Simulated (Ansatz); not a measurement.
**KTaO3: stress against strain**

KTaO3 (cubic perovskite, Pm-3m, 12.659 Å³/atom at rest, cube axes along x, y and z) under a strain ε along a cube axis (axis z), the other axes held. PBEsol in Ansatz, a plane-wave DFT program (PAW, default set), 420 eV, 8×8×8 Γ-centred mesh, Fermi-Dirac smearing 0.05 eV; ions are relaxed within the symmetry of each cell. Stress is positive for a compressed cell.

Here s stands for strain and y for stress zz.

| strain (%) | stress zz (GPa) |
|---|---|
| -1.20 | 5.80 |
| -0.60 | 2.81 |
| 0.00 | 0.00 |
| 0.60 | -2.63 |
| 1.20 | -5.10 |
| 3.00 | ? |

Taking a straight line for y over the 5 complete rows: Means: s 0, y 0.176. About the means, the sum of products is -16.344 and the sum of squares of s is 3.6000; the slope is their ratio. Least squares gives y = 0.176 - 4.5400·s. Residuals (row less fit): 0.176, -0.090, -0.176, -0.082, 0.172; standard error 0.188 (degrees of freedom: 3). The slope gives the elastic constant C11 = 454 ± 10 GPa.

Task: Predict the withheld y at s = 3.00 from the fit, and compare with the calculation.

Result: y = 0.176 - 4.5400 × 3.0 = -13.444 GPa. The calculation gives -11.59 GPa, 1.854 GPa above the prediction (10.7 % of the range of y in the table). The row lies outside the fitted rows, so this is an extrapolation. From the scatter of the fitted rows alone, a prediction at this place has a standard error of 0.362 GPa, so the miss is 5.1 times that.

One order more, fitted to all 11 runs of the series, follows each within 0.06, so the miss is the next term of a smooth law. The primitive cell can neither tilt nor turn polar against its symmetry, as such crystals can under strain. Rows are the converged runs of the series near zero and its far end; series whose fitted rows scatter by over a few per cent of the range, as at a crossing or softening among them, aren't shown in this form. Most that stay on the fit to the last digits aren't either.
